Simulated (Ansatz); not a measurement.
## BaCuSF, pressure series

Start from BaCuSF (space group P4/nmm, No. 129; a cell from a computed database, its experimental status unchecked).

```
CELL_PARAMETERS angstrom
      4.03522     0.00000     0.00000
      0.00000     4.03522     0.00000
      0.00000     0.00000     8.96127
ATOMIC_POSITIONS crystal
  Ba 0.00000 0.50000 0.81970
  Ba 0.50000 0.00000 0.18030
  Cu 0.50000 0.50000 0.50000
  Cu 0.00000 0.00000 0.50000
  S  0.00000 0.50000 0.35611
  S  0.50000 0.00000 0.64389
  F  0.50000 0.50000 0.00000
  F  0.00000 0.00000 0.00000
```

Cell and atoms are relaxed at each pressure.

Computed with Ansatz (a quantum-chemistry and plane-wave program) PBEsol, scalar-relativistic without spin-orbit coupling.

```tsv
change	electron mass	lattice parameter a
base	2.0 mₑ along c, 0.36 mₑ across (at Γ)	7.625 bohr
pressure 0.3 GPa	2.1 mₑ along c, 0.36 mₑ across (at Γ)	7.615 bohr
pressure 0.7 GPa	___	7.601 bohr
pressure 1.5 GPa	___	7.575 bohr
```

Problem. Complete the table.

Solution. 
- pressure 0.7 GPa, electron mass: 2.2 mₑ along c, 0.36 mₑ across (at Γ)
- pressure 1.5 GPa, electron mass: 2.3 mₑ along c, 0.36 mₑ across (at Γ)

The levels and masses belong to the bands next to the band gap. Load acts through the strain it causes; cell and atoms are relaxed under it. Masses are band curvatures over ±0.01 Å⁻¹ around the edge. Whether these cells are dynamically stable was not tested. No Hubbard U is applied. The final runs are not spin-polarised.
